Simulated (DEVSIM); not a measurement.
Structure: Pd/SiON/p-Si capacitor, at 300 K.

Layer 1 from the left is SiON, thickness (nm) 4.10. Layer 2 from the left is Si, thickness (nm) 1400, Na (cm⁻³) 1.8e17.

Metal gate on the left, work function 5.2 eV. Fixed charge at the semiconductor interface -6.7e11 cm⁻² (in units of +e); interface traps 1.1e10 cm⁻² eV⁻¹, uniform in energy, neutral level at 0.7 of the gap above the valence band.

This is a model device: material constants are rounded textbook-type values typed into the input, and sizes, dopings and lifetimes were drawn at random. Values at 300 K.

SiON: gap (eV) 7, affinity (eV) 1.4, permittivity 5.5. Si: gap (eV) 1.124, affinity (eV) 4.05, permittivity 11.7, Nc (cm⁻³) 2.86e19, Nv (cm⁻³) 3.1e19.

DEVSIM, 1D Poisson equation in equilibrium, Boltzmann statistics, complete ionisation; no quantum confinement or tunnelling. Metal contacts follow the ideal Schottky-Mott rule: no Fermi-level pinning, no interface dipoles.

Problem. What does the simulation give for the threshold voltage (band bending 2φF)?

Solution. threshold voltage (band bending 2φF) 1.30 V.
